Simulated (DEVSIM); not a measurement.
Device: Au/SiON/n-InP capacitor, at 400 K.

Layer 1 from the left is SiON, thickness (nm) 3.80. Layer 2 from the left is InP, thickness (nm) 8300, Nd (cm⁻³) 5.7e15.

Metal gate on the left, work function 5.1 eV. Fixed charge at the semiconductor interface -5e11 cm⁻² (in units of +e); no interface traps.

This is a model device: material constants are rounded textbook-type values typed into the input, and sizes, dopings and lifetimes were drawn at random. Values at 300 K; Nc and Nv go as T^1.5, mobilities as T to minus their exponent, the gap by Varshni's rule with the affinity fixed.

SiON: gap (eV) 7, affinity (eV) 1.4, permittivity 5.5. InP: gap (eV) 1.344, affinity (eV) 4.38, permittivity 12.5, Nc (cm⁻³) 5.7e17, Nv (cm⁻³) 1.1e19, Varshni α (eV/K) 0.000363, Varshni β (K) 162.

Task: Estimate by hand the flat-band voltage, the threshold voltage, and compare with a numerical solution.

Result: 
- Flat-band voltage: C = 1.28 μF/cm², work-function difference 0.546 V; VFB = φms − qNf/C = 0.61 V; numerical 0.61 V.
- Threshold voltage: φF = 0.431 V, depletion charge √(4εqNφF) = 4.17e-8 C/cm²; VT = VFB − 2φF − Qd/C = -0.29 V; numerical -0.29 V.

DEVSIM, 1D Poisson equation in equilibrium, Boltzmann statistics, complete ionisation; no quantum confinement or tunnelling. Metal contacts follow the ideal Schottky-Mott rule: no Fermi-level pinning, no interface dipoles.
